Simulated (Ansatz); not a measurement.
We consider PbS (model structure, started from the litharge type, P4/nmm, No. 129, 4 atoms in the cell), described by LDA (PAW; Ansatz, a quantum-chemistry and plane-wave program).

Numerical settings: plane-wave cutoff 520 eV, 12×12×10 k mesh (along the axes of the cell as run), Fermi–Dirac smearing 0.05 eV, scalar-relativistic PAW data made under PBE.

Cell (relaxed at this level):

```yaml
crystal:
  lattice:
    - [4.98823, 0.00000, 0.00000]
    - [0.00000, 4.98823, 0.00000]
    - [0.00000, 0.00000, 3.89760]
  atoms:
    - { symbol: Pb, position: [0.50000, 0.00000, 0.33096] }
    - { symbol: Pb, position: [0.00000, 0.50000, 0.66904] }
    - { symbol: S, position: [0.00000, 0.00000, 0.00000] }
    - { symbol: S, position: [0.50000, 0.50000, 0.00000] }
```

### Question
What does this level give for the band gap, direct gap at Γ and bulk modulus?

### Answer

* **band gap**: 0.38 eV (on the SCF k mesh)
* **direct gap at Γ**: 3.02 eV
* **bulk modulus**: 34.2 GPa

Note: the bulk modulus is −V dP/dV from two relaxed cells at ±2 % in volume; the relaxation could raise the start's symmetry but not lower it, so the cell can be a saddle point.

Spin–orbit coupling is not included; with these elements it can move the gap by several tenths of an eV or more.

The computed numbers hold no vibrational or temperature effects.

A model structure was made by putting elements into a prototype or built by hand; it is no filed structure, need not be a known phase, and can be a saddle point held by its symmetry.
